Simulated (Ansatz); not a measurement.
Worked example: self-consistent single point of Ag2O (Pn-3m, 6 atoms in the cell) in Ansatz (a quantum-chemistry and plane-wave program)

Method: PBEsol, default PAW files made with PBE (plane waves; Ansatz).

Input as run:

Ansatz 0.2 input:
```yaml
crystal:
  lattice:
    - [4.753650, 0.000000, 0.000000]
    - [0.000000, 4.753650, 0.000000]
    - [0.000000, 0.000000, 4.753650]
  atoms:
    - { symbol: Ag, position: [0.750000, 0.250000, 0.750000] }
    - { symbol: Ag, position: [0.250000, 0.750000, 0.750000] }
    - { symbol: Ag, position: [0.750000, 0.750000, 0.250000] }
    - { symbol: Ag, position: [0.250000, 0.250000, 0.250000] }
    - { symbol: O, position: [0.000000, 0.000000, 0.000000] }
    - { symbol: O, position: [0.500000, 0.500000, 0.500000] }
basis:
  ecutwfc: 420.0
kpoints:
  mp_grid: { grid: [5, 5, 5] }
hamiltonian:
  xc: pbesol
  pseudopotentials: { kind: paw }
scf:
  occupations: { method: fermi_dirac, width: 0.05 }
output:
  forces: true
  eigenvalues: true
  stress: true
```

Output (repeated stretches shortened):

```
WARN ansatz: RAYON_NUM_THREADS=1 ignored (pool sized by the plan → 1); use --threads N
Pseudopotentials: kind: paw
Pseudopotential: Ag, paw, valence charge 19
Pseudopotential: O, paw, valence charge 6
Crystal: 6 atoms, lattice volume = 107.419 Å³
Basis set: ecut = 420 eV, 2103 PW (Γ), exchange–correlation on 64×64×64 points (8 copies of the dense FFT grid, shifted against one another)
Bands: 53, of which v1, the nominal top of the filled ones, is band 44 counted from 1 (43 counted from 0)
Symmetry: 48 space group operations
Space group: Pn-3m (ITA 224), of the structure as read, at distance tolerance 4.8e-5 Å
k-points: 10 of 125
PAW frozen core: Ag, regenerated for the run's functional, and the local potential with it
PAW frozen core: O, regenerated for the run's functional, and the local potential with it
Initial density: superposition of atomic densities (neutral atoms: chi_scale 0, normalization atom), corrected by the library's trained network
Initial wavefunctions: pseudopotential atomic-orbital guess
Eigensolver: davidson
Functional: x = pbesol(κ = 0.804, μ = 0.12345679012345678), c = pbesol(β = 0.046)
SCF iter   1: F=—  HF=-31205.853146 eV  |F-HF|=—  |Δ(HF+E_count)|=         —  Δρ=1.65e-2  dr2=2.98e-1  ethr=1.77e-3  ⟨swp⟩=5.5  Hψ=1681  notcnv=0  defer=5
all-band conjugate gradients solve this SCF's bands
preconditioner: auto → Resta (q_TF=auto, 2.639 Å⁻¹)
SCF iter   2: F=—  HF=-31205.788028 eV  |F-HF|=—  |Δ(HF+E_count)|=   6.51e-2  Δρ=3.62e-3  dr2=1.01e-2  ethr=3.39e-4  ⟨swp⟩=2.0  Hψ=954  notcnv=0  defer=24
SCF iter   3: F=—  HF=-31205.786168 eV  |F-HF|=—  |Δ(HF+E_count)|=   1.86e-3  Δρ=1.43e-3  dr2=2.87e-3  ethr=1.14e-5  ⟨swp⟩=2.0  Hψ=819  notcnv=0  defer=24
SCF iter   4: F=—  HF=-31205.785962 eV  |F-HF|=—  |Δ(HF+E_count)|=   2.06e-4  Δρ=8.61e-4  dr2=1.18e-3  ethr=3.26e-6  ⟨swp⟩=1.1  Hψ=505  notcnv=0  defer=24
SCF iter   5: F=—  HF=-31205.785785 eV  |F-HF|=—  |Δ(HF+E_count)|=   1.76e-4  Δρ=2.29e-4  dr2=8.49e-5  ethr=1.34e-6  ⟨swp⟩=2.7  Hψ=753  notcnv=0  defer=24
SCF iter   6: F=—  HF=-31205.785670 eV  |F-HF|=—  |Δ(HF+E_count)|=   1.16e-4  Δρ=6.30e-5  dr2=4.60e-6  ethr=9.65e-8  ⟨swp⟩=2.2  Hψ=727  notcnv=0  defer=24
SCF iter   7: F=-31205.785670 eV  HF=-31205.785670 eV  |F-HF|=4.73e-8  |Δ(HF+E_count)|=   3.27e-7  Δρ=5.99e-6  dr2=3.56e-8  ethr=1.14e-10  ⟨swp⟩=8.3  Hψ=2472  notcnv=0
SCF 1 converged in 7 iterations: F = -31205.785670 eV  dr2 = 3.56e-8
SCF converged after 7 iterations
Free energy (F): -31205.785670 eV
Harris-Foulkes:  -31205.785670 eV  (|F-HF|=4.73e-8)
Internal energy: -31205.782936 eV  (E = F + TS)
E sigma→0 (E₀):  -31205.784303 eV
Entropy (-TS):   -0.002734 eV (-0.456 meV/atom)
Fermi energy:    10.456212 eV
--- Per-component energies (eV) ---
  E_band       = -1369.654827
  E_kinetic    = 2451.275988
  E_local      = -11771.057055  (includes V_loc(G=0)·N_el)
  E_nonlocal   = 433.594150
  E_hartree    = 5175.366567
  E_xc         = -872.533579
  E_vxc        = -1113.852063  (∫ρ·V_xc dr)
  E_paw        = -15645.684209  (= ΣΔE_a)
  E_vpaw       = -1720.350796  (= ΣTr[D̂ρ^β])
  E_aug_tail   = 0.006063  (compensation charges beyond the density's cutoff)
  E_ewald      = -10978.112393
  E_core_change = 1.361532  (= ΣΔE_core)
  E_smearing   = -0.002734  (= −TS)
  E_closure    = -0.000000  (closes the sum)
  Σ components = -31205.785670   (vs F -31205.785670, Δ=0.00e0)
--- Forces (eV/Å), atoms counted from 1 ---
  atom   1  Ag     0.00000000     0.00000000     0.00000000
   [... zero for the other atoms too ...]
  max |Σ_I F_I| component: 6.94e-18 eV/Å
--- Stress (GPa, compression-positive) ---
       -2.397082       0.000000       0.000000
        0.000000      -2.397082       0.000000
        0.000000       0.000000      -2.397082
  P = ⅓ Tr σ = -2.3971 GPa (-23.971 kbar)
  The stress holds the Pulay correction. Without it, at fixed plane waves, as pw.x and ABINIT print it: P = -2.6737 GPa
--- Band table (eV; the first three rows and the last of 10) ---
  k-point 0: bands = ["-80.4828", "-80.4806", "-80.4806", "-80.4806", "-44.1027", "-44.0772", "-44.0772", "-44.0772", "-43.9729", "-43.9729", "-43.9594", "-43.9594", "-43.9594", "-43.9530", "-43.9530", "-43.9530", "-8.3223", "-7.6329", "3.6166", [...]
  k-point 1: bands = ["-80.4826", "-80.4808", "-80.4806", "-80.4806", "-44.1002", "-44.0796", "-44.0771", "-44.0771", "-43.9716", "-43.9710", "-43.9606", "-43.9589", "-43.9589", "-43.9550", "-43.9535", "-43.9535", "-8.2596", "-7.7023", "3.7466", [...]
  k-point 2: bands = ["-80.4820", "-80.4814", "-80.4806", "-80.4806", "-44.0938", "-44.0859", "-44.0770", "-44.0770", "-43.9682", "-43.9661", "-43.9640", "-43.9600", "-43.9580", "-43.9580", "-43.9546", "-43.9546", "-8.0928", "-7.8802", "4.0538", [...]
  k-point 9: bands = ["-80.4813", "-80.4811", "-80.4810", "-80.4810", "-44.1018", "-44.0788", "-44.0771", "-44.0771", "-43.9706", "-43.9706", "-43.9696", "-43.9551", "-43.9551", "-43.9542", "-43.9538", "-43.9538", "-8.2284", "-7.7099", "3.7995", [...]
```

The run converged in 7 iterations.

The starting cell has typed, rounded lattice constants, without a prior relaxation at this level. Its lattice was rescaled by up to half a per cent. Ansatz's pressure includes its estimate of the finite-basis (Pulay) stress. The run gives no clean gap (levels at the Fermi energy touch, overlap or are partly filled at this smearing), which alone does not show that the compound is a metal.
